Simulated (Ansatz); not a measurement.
## C in the diamond structure (space group Fd-3m, No. 227)

Space group Fd-3m, origin choice 1 (No. 227); a = 3.560 Å, b = 3.560 Å, c = 3.560 Å, α = 90.00°, β = 90.00°, γ = 90.00°

```tsv
atom	site	symmetry	x	y	z
C	8b	-43m	0.5000	0.5000	0.5000
```
(The calculation used a cell of 2 atoms; values per cell refer to that cell.)

Computed with r2SCAN/PAW in Ansatz (an electronic-structure program), no spin-orbit coupling. Settings: 16×16×16 k-points, 0.05 eV Fermi–Dirac smearing.

The volume per atom is 5.64 Å³, the density is 3.54 g/cm³ and the band gap comes out as 4.36 eV, indirect, Γ → Γ–X (71 % along). The electron mass is 1.8 mₑ along k, 0.28 mₑ across and the hole mass (degenerate bands, along [100]) is 0.28, 0.28, 0.47 mₑ. The lowest conduction-band minima above the VBM comes out as a point along ⟨100⟩, about 1.3 Å⁻¹ from Γ 4.36 eV and the total energy is -251.556 eV/atom (σ→0; compares only within this code and set-up).

Effective masses come from finite differences of ±0.01 Å⁻¹. Along k means along the line from Γ to the band edge. Whether these cells are dynamically stable was not tested.
